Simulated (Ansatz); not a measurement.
The reference is V in the diamond structure (space group Fd-3m, No. 227; a = 5.467 Å; ferromagnetic; a hypothetical phase, not in the database extracts checked).

(Cell as relaxed with PBE.)

Levels (all Ansatz, a program for electronic structure, PAW): PBE (420 eV, no spin-orbit coupling); PBEsol (420 eV, scalar-relativistic without spin-orbit coupling).

Each level relaxes its own structure.

```tsv
quantity	PBE	PBEsol
volume per atom	20.43 Å³	[?]
lattice parameter a	5.467 Å	[?]
band gap	zero	[?]
magnetic state	ferromagnetic	[?]
largest site moment	1.45 μB	[?]
```

Q: What does PBEsol give?

A: 
- volume per atom, PBEsol: 19.27 Å³
- lattice parameter a, PBEsol: 5.362 Å
- band gap, PBEsol: zero
- magnetic state, PBEsol: ferromagnetic
- largest site moment, PBEsol: 1.38 μB

PBE's volume per atom lies 1.155 Å³ above PBEsol's (6.0 %); PBE's lattice parameter a lies 0.105 Å above PBEsol's (2.0 %); PBE's largest site moment lies 0.07 μB above PBEsol's; the two agree on the band gap and magnetic state. Neither level is exact; PBEsol is the comparison here, not a measurement.

Other magnetic orders, which the real material may have, were not ruled out. Stability against distortions was not tested.
